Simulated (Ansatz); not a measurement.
Consider SnTe in the rock salt structure (space group Fm-3m, No. 225).

```
CELL_PARAMETERS angstrom
      0.00000     3.20463     3.20463
      3.20463     0.00000     3.20463
      3.20463     3.20463     0.00000
ATOMIC_POSITIONS crystal
  Te 0.00000 0.00000 0.00000
  Sn 0.50000 0.50000 0.50000
```

Method: PBE (Ansatz, a first-principles code), no SOC, earlier PAW set.

Base values:

| Item | Value |
|---|---|
| Pressure | 0.01 GPa |

One thing is altered: an isotropic linear strain of −3.17 %, atoms relaxed at fixed cell.

**Question.** What does the calculation give for the pressure and energy relative to the base after the change?

**Answer.** The pressure rises by 4.846 GPa (0.01 GPa → 4.85 GPa); the energy increases by 42 meV/atom.

No phonon test of stability was made.
